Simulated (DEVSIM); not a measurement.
System: illuminated Si p-on-n cell, one wavelength, at 350 K.

| layer (left to right) | material | thickness (μm) | Nd (cm⁻³) | Na (cm⁻³) | τn (s) | τp (s) | absorption coefficient (cm⁻¹) |
|---|---|---|---|---|---|---|---|
| 1 | Si | 0.330 | - | 1.2e19 | 8.3e-8 | 1.4e-7 | 550 |
| 2 | Si | 84.0 | 5.9e16 | - | 9.2e-7 | 9.2e-7 | 550 |

Left contact: ohmic, minority electron recombination velocity 5000 cm/s. Right contact: ohmic, minority hole recombination velocity 2e5 cm/s. Voltage is applied to the left contact. Recombination: SRH at mid-gap, radiative, Auger. Light enters at the left, 2.4e16 photons cm⁻² s⁻¹, one pass, no reflection. Mobility is μmin + (μ − μmin)/(1 + (N/Nref)^α).

The device is made up for the run: typed textbook-type constants, with dimensions and the other settings drawn at random. Values at 300 K; Nc and Nv go as T^1.5, mobilities as T to minus their exponent, the gap by Varshni's rule with the affinity fixed.

```tsv
parameter	Si
gap (eV)	1.124
affinity (eV)	4.05
permittivity	11.7
Nc (cm⁻³)	2.86e19
Nv (cm⁻³)	3.1e19
μn (cm²/Vs)	1417
μp (cm²/Vs)	470
μn,min	52
μp,min	45
Nref,n	9.7e16
Nref,p	2.2e17
αn	0.68
αp	0.72
T exponent of μn	2.3
T exponent of μp	2.2
B (cm³/s)	4.7e-15
Cn (cm⁶/s)	2.8e-31
Cp (cm⁶/s)	9.9e-32
Varshni α (eV/K)	0.000473
Varshni β (K)	636
```

Simulated with DEVSIM: 1D drift-diffusion, Boltzmann statistics, complete ionisation; no tunnelling, impact ionisation, image-force lowering or self-heating.

Task: Tabulate band edges, carrier densities and field at 0.9 V on the left contact, in the dark.

Result: Energies count from the Fermi level of the right contact; mesh points crowd at the junctions.

| x (μm) | Ec (eV) | Ev (eV) | n (cm⁻³) | p (cm⁻³) | field (V/cm) |
|---|---|---|---|---|---|
| 0.000 | 0.175 | -0.936 | 1.3e16 | 1.2e19 | 170 |
| 0.03039 | 0.175 | -0.936 | 1.3e16 | 1.2e19 | ≈ 0 |
| 0.09341 | 0.175 | -0.936 | 1.3e16 | 1.2e19 | ≈ 0 |
| 0.2067 | 0.175 | -0.936 | 1.3e16 | 1.2e19 | ≈ 0 |
| 0.2990 | 0.175 | -0.936 | 1.3e16 | 1.2e19 | ≈ 0 |
| 0.3297 | 0.150 | -0.961 | 3.1e16 | 5.2e18 | -180000 |
| 0.3603 | 0.071 | -1.040 | 4.3e17 | 3.8e17 | -290 |
| 0.4762 | 0.071 | -1.040 | 4.3e17 | 3.7e17 | ≈ 0 |
| 0.7069 | 0.071 | -1.040 | 4.3e17 | 3.7e17 | ≈ 0 |
| 1.250 | 0.071 | -1.040 | 4.3e17 | 3.7e17 | ≈ 0 |
| 2.530 | 0.072 | -1.039 | 4.1e17 | 3.6e17 | ≈ 0 |
| 6.999 | 0.075 | -1.036 | 3.8e17 | 3.2e17 | ≈ 0 |
| 16.07 | 0.082 | -1.029 | 3.2e17 | 2.6e17 | ≈ 0 |
| 37.44 | 0.102 | -1.009 | 2.1e17 | 1.5e17 | 11 |
| 68.57 | 0.146 | -0.964 | 1.2e17 | 5.7e16 | 20 |
| 77.65 | 0.168 | -0.943 | 8.9e16 | 3.0e16 | 28 |
| 81.51 | 0.180 | -0.931 | 7.5e16 | 1.6e16 | 37 |
| 83.15 | 0.187 | -0.924 | 6.7e16 | 8.3e15 | 44 |
| 83.95 | 0.190 | -0.920 | 6.3e16 | 4.3e15 | 49 |
| 84.18 | 0.192 | -0.919 | 6.2e16 | 3.0e15 | 51 |
| 84.28 | 0.192 | -0.919 | 6.1e16 | 2.5e15 | 93 |
| 84.33 | 0.193 | -0.917 | 5.9e16 | 2.3e15 | 680 |
